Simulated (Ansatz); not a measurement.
Consider the following.

```yaml
crystal:
  lattice:
    - [0.00000, 2.33793, 2.33793]
    - [2.33793, 0.00000, 2.33793]
    - [2.33793, 2.33793, 0.00000]
  atoms:
    - { symbol: Be, position: [0.00000, 0.00000, 0.00000] }
    - { symbol: S, position: [0.25000, 0.25000, 0.25000] }
```

No spin polarisation.

The values are results of plane-wave PAW DFT at the LDA level (Ansatz, a quantum-chemistry and plane-wave program, 420 eV), without spin-orbit coupling, not measurements. Γ-centred 12×12×12 mesh, Fermi–Dirac width 0.05 eV.

Task: Predict the gap character, electron mass, band gap and hole mass.

Result: 
- Gap character: indirect, Γ → X
- Electron mass: 0.78 mₑ along k, 0.26 mₑ across (at X)
- Band gap: 2.64 eV
- Hole mass (degenerate bands, along [100]): 0.35, 0.48, 0.48 mₑ (at Γ)

Load acts through the strain it causes; cell and atoms are relaxed under it. Masses are band curvatures over ±0.01 Å⁻¹ around the edge. Along k means along the line from Γ to the band edge. No phonon test of stability was made. Competing high-pressure phases were not computed. The cell was made from BeS in the zinc blende structure (space group F-43m, No. 216) by this change: pressure 9 GPa.
